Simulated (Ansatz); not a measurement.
# BP, thickness series

Consider BP in the zinc blende structure (space group F-43m, No. 216).

```
CELL_PARAMETERS angstrom
      0.00000     2.26820     2.26820
      2.26820     0.00000     2.26820
      2.26820     2.26820     0.00000
ATOMIC_POSITIONS crystal
  P  0.75000 0.75000 0.75000
  B  0.00000 0.00000 0.00000
```

Cartesian axes are those of the cell as printed.

Free-standing slabs (2 atom(s) a layer) normal to [110] with 15 Å of vacuum; in-plane cell held at bulk.

All numbers come from r2SCAN (Ansatz, a quantum-chemistry and plane-wave program), without spin-orbit coupling, earlier PAW set.

Notes on the quantities. excess energy per area of both faces: slab less bulk energy over the cell's area: twice a surface energy; uncertain by up to 0.07 J/m²; layer's space group: with vacuum.

| variant | band gap | excess energy per area of both faces | layer's space group | thickness between the outermost nuclei |
|---|---|---|---|---|
| base | 1.41 eV | – | – | – |
| 1 layer | zero | – | Pmm2 (No. 25) | – |
| 2 layers | 1.64 eV | 2.95 J/m² | Pmn2_1 (No. 31) | 1.77 Å |
| 3 layers | zero | 4.3 J/m² | Pmm2 (No. 25) | 3.54 Å |
| 4 layers | 0.87 eV | 4.16 J/m² | Pmn2_1 (No. 31) | 5.09 Å |
| 5 layers | 0.78 eV | 4.22 J/m² | Pmm2 (No. 25) | 6.70 Å |
| 6 layers | 0.73 eV | 4.19 J/m² | Pmn2_1 (No. 31) | 8.29 Å |
| 7 layers | 0.48 eV | 4.20 J/m² | Pmm2 (No. 25) | 9.90 Å |

The excess energy carries the mismatch between the slab's and the bulk's meshes. Whether these cells are dynamically stable was not tested. All final runs are without spin polarisation. A zero or small gap of BP can be the functional's error rather than a property of the material.
